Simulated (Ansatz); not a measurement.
A (6,6) carbon nanotube, relaxed period 2.466 Å, atoms relaxed at each strain.

| strain | energy (meV a period) | axial force (nN) |
|---|---|---|
| -0.015 | +154.4 | -13.48 |
| +0.015 | +147.2 | +12.60 |

Computed with PBE (plane waves to 420 eV, PAW; Ansatz, an electronic-structure program). Mesh 1×1×30. No spin polarisation. Isolated but for its images some 11 Å away. An idealised model, rolled from the flat sheet. It keeps the symmetry and period of its start, so it need not be a minimum against all distortions. Buckling under compression is shut out by symmetry and the short period. Energies are free energies at a Fermi–Dirac width of 0.05 eV, from the unstrained cell.

Mean diameter 8.22 Å.

Work out the axial stiffness dF/dε in two ways, and what it means for a modulus.

From the forces: (+12.60 − (-13.48))/0.030 = 869 nN. From the energies: (E₊ + E₋)/(ε² c) = 0.3016 eV/(0.015² × 2.466 Å) = 543.6 eV/Å = 871 nN. The two agree to within 1 %. Spread over the circumference π × 8.22 Å, the force value is a sheet stiffness of 337 N/m.
